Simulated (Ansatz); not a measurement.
What biaxial strain −1.40 %, plane normal [001], relaxed out of plane does to BaTiO3

The reference is BaTiO3 (space group P4mm, No. 99; a = 3.955 Å, c = 4.046 Å). Axes: x, y, z lie along a, b, c of the conventional cell.

The change: biaxial strain −1.40 %, plane normal [001], relaxed out of plane (Cartesian); in-plane vectors clamped, the third vector and the atoms free.

All numbers come from Kohn–Sham DFT with the PBEsol functional, run in Ansatz (a first-principles code) with PAW and 420 eV plane waves, no spin-orbit coupling, earlier PAW set. k-mesh 8×8×8 (Γ-centred); smearing 0.05 eV (Fermi–Dirac).

The volume per atom drops by 0.10 Å³ (12.66 Å³ → 12.56 Å³) and the space group stays P4mm (No. 99). The shortest interatomic distance decreases by 0.0133 Å, from 1.840 Å to 1.826 Å and the energy goes up by 4.7 meV/atom. The pressure (mean of the normal stresses, compression positive) goes from zero to 2.83 GPa and the band gap increases by 0.03 eV to 1.88 eV. The gap character is still indirect, A → Γ and the smallest direct gap grows by 0.17 eV, from 2.22 eV to 2.39 eV. The width of the top valence band increases by 0.19 eV (1.17 eV → 1.36 eV) and the out-of-plane strain is +2.08 %. The ratio −ε⊥/ε∥ is 1.49.

Final structure (turned so that z lies along the plane normal):

```xyz
5
Lattice="3.9001 0.0000 0.0000 0.0000 3.9001 0.0000 0.0000 0.0000 4.1303" Properties=species:S:1:pos:R:3 pbc="T T T"
Ti     1.9500     1.9500     1.8739
Ba     0.0000     0.0000     3.8680
O      1.9500     1.9500     3.7004
O      1.9500     0.0000     1.6932
O      0.0000     1.9500     1.6932
```

Semilocal Kohn–Sham gaps tend to fall short of experiment. No phonon test of stability was made. The final runs are not spin-polarised.
